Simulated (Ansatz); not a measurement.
## MoS2, pressure series

Take MoS₂ in the 2H-MoS2 type structure (space group P6_3/mmc, No. 194; layered, stacked along the Cartesian z axis) as the base.

```cif
data_Mo2S4
_chemical_formula_sum 'Mo2 S4'
_space_group_name_H-M_alt 'P63/mmc'
_space_group_IT_number 194
_space_group_name_Hall '-P 6c 2c'
_cell_length_a 3.14944
_cell_length_b 3.14944
_cell_length_c 12.09152
_cell_angle_alpha 90.000
_cell_angle_beta 90.000
_cell_angle_gamma 120.000
loop_
_atom_site_label
_atom_site_type_symbol
_atom_site_symmetry_multiplicity
_atom_site_Wyckoff_symbol
_atom_site_fract_x
_atom_site_fract_y
_atom_site_fract_z
_atom_site_occupancy
Mo1 Mo 2 c 0.33333 0.66667 0.25000 1
S1 S 4 f 0.66667 0.33333 0.12050 1
```

Cell and atoms are relaxed at each pressure.

Computed with PBE-D3(BJ) (Ansatz, a program for electronic structure, PAW, no SOC), earlier PAW set.

```json
[
 {"change": "base", "shortest interatomic distance": "2.400 Å", "band gap": "0.78 eV"},
 {"change": "pressure −2 GPa", "shortest interatomic distance": "2.407 Å", "band gap": "1.04 eV"},
 {"change": "pressure −1 GPa", "shortest interatomic distance": "2.403 Å", "band gap": "0.87 eV"},
 {"change": "pressure 1.8 GPa", "shortest interatomic distance": "2.394 Å", "band gap": "…"},
 {"change": "pressure 4.2 GPa", "shortest interatomic distance": "2.386 Å", "band gap": "0.51 eV"},
 {"change": "pressure 9 GPa", "shortest interatomic distance": "2.373 Å", "band gap": "0.30 eV"},
 {"change": "pressure 18 GPa", "shortest interatomic distance": "2.352 Å", "band gap": "zero"},
 {"change": "pressure 30 GPa", "shortest interatomic distance": "2.330 Å", "band gap": "zero"},
 {"change": "pressure 45 GPa", "shortest interatomic distance": "2.308 Å", "band gap": "zero"},
 {"change": "pressure 60 GPa", "shortest interatomic distance": "…", "band gap": "zero"}
]
```

### Question
Fill in the withheld entries from the trend.

### Answer

- pressure 1.8 GPa, band gap: 0.64 eV
- pressure 60 GPa, shortest interatomic distance: 2.290 Å

A case with no gap was solved on a k-mesh chosen for an insulator, which is coarse for it. Load acts through the strain it causes; cell and atoms are relaxed under it. Whether these cells are dynamically stable was not tested. Competing high-pressure phases were not computed. The final runs are not spin-polarised. The zero or small gap of MoS2 under pressure 18 GPa, MoS2 under pressure 30 GPa and MoS2 under pressure 45 GPa can change with the level of theory.
